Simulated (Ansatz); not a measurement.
## BN, response to strain

Consider BN in the wurtzite structure (space group P6_3mc, No. 186; a = 2.5232 Å, c = 4.1751 Å). Axes: x lies along a and z along c of the hexagonal cell.

Strains are applied to the cell and any free atomic positions relax.

All numbers come from LDA/PAW in Ansatz (a quantum-chemistry and plane-wave program), spin-orbit coupling left out.

Notes on the quantities. energy relative to the base: free energy F.

```tsv
uniaxial strain ε_xx (%)	energy relative to the base (meV/atom)
-3	17.0
-2.4	10.7
-1.8	6.0
-1.2	?
-0.6	0.6
0	0.0
```

### Question
Fit ΔE = Aε² + Bε³ (ε in %) to the rows shown and predict the withheld row.

### Answer
Least squares on the printed values gives A = 1.77 and B = -0.040 meV/atom (largest residual 0.0 meV/atom); this predicts 2.6 meV/atom, and the run gives 2.6 meV/atom, in agreement.

No phonon test of stability was made.
